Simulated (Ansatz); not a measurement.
Start from SiC (space group P6_3mc, No. 186; a = 3.078 Å, c = 10.076 Å). Axes: x lies along a and z along c of the hexagonal cell.

All numbers come from PBEsol, PAW, 420 eV (Ansatz, a program for electronic structure; without spin-orbit coupling), earlier PAW set.

Base values:

```
Property    Result
--------  --------
Pressure  0.00 GPa
```

It is then changed as follows: uniaxial strain ε_xx = −1.16 %, all other strain components held at zero, atoms relaxed at fixed cell.

Question: How does this affect the pressure?

Answer: The pressure (mean of the normal stresses, compression positive) goes from zero to 2.66 GPa.

Stability against distortions was not tested.
